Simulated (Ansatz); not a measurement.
System: Ge (model structure, started from the C4 type, I4₁32, No. 214, 4 atoms in the cell). Method: LDA (Ansatz, a first-principles code, plane waves, PAW).

Numerical settings: plane-wave cutoff 520 eV, 14×14×14 k mesh, Fermi–Dirac smearing 0.05 eV, scalar-relativistic PAW data made under PBE.

Cell (relaxed at this level):

```
Ge
1.0
   -3.36089     3.36089     3.36089
    3.36089    -3.36089     3.36089
    3.36089     3.36089    -3.36089
Ge
4
Cartesian
  2.52067   0.84022  -0.84022
  0.84022  -0.84022   2.52067
 -0.84022   2.52067   0.84022
  0.84022   0.84022   0.84022
```

### Question
Predict the bulk modulus.

### Answer

bulk modulus: 28.4 GPa

The run finds no gap.

Note: the bulk modulus is −V dP/dV from two relaxed cells at ±2 % in volume; the relaxation could raise the start's symmetry but not lower it, so the cell can be a saddle point.

Static lattice: no zero-point or thermal effects.

It cost roughly 3 core-minutes of CPU time.

A model structure was made by putting elements into a prototype or built by hand; it is no filed structure, need not be a known phase, and can be a saddle point held by its symmetry.
